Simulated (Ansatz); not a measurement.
Ge: isotropic strain −4.93 %

Start from Ge in the diamond structure (space group Fd-3m, No. 227; a = 5.762 Å).

Modification: an isotropic linear strain of −4.93 %; the atoms relax in the strained cell.

Level of theory: Ansatz (a quantum-chemistry and plane-wave program), PBE, PAW, cutoff 420 eV, no SOC, earlier PAW set. Settings: 14×14×14 k-points, 0.05 eV Fermi–Dirac smearing.

* **Space group**: Fd-3m (No. 227) (base Fd-3m (No. 227))
* **Energy relative to the base (free energy F)**: +116 meV/atom
* **Pressure**: 12.8 GPa (base 0.0 GPa)
* **Band gap**: 0.41 eV (base zero)
* **Gap character**: indirect, Γ → Γ–X (80 % along) (base absent)
* **Electron mass**: 0.94 mₑ along k, 0.18 mₑ across (off the special points)
* **Hole mass (degenerate bands, along [100])**: 0.044, 0.20, 0.20 mₑ (at Γ)
* **Valley order (the lowest conduction-band minima on the path, energy above the VBM, named in the base's zone)**: a point along ⟨100⟩, about 0.9 Å⁻¹ from Γ 0.41 eV; L along ⟨111⟩ 0.49 eV; Γ 0.94 eV

Final structure:

```
CELL_PARAMETERS angstrom
      0.00000     2.73907     2.73907
      2.73907     0.00000     2.73907
      2.73907     2.73907     0.00000
ATOMIC_POSITIONS crystal
  Ge 0.50000 0.50000 0.50000
  Ge 0.75000 0.75000 0.75000
```

Effective masses come from finite differences of ±0.01 Å⁻¹. Along k means along the line from Γ to the band edge. No phonon test of stability was made. A zero or small gap of Ge can be the functional's error rather than a property of the material.
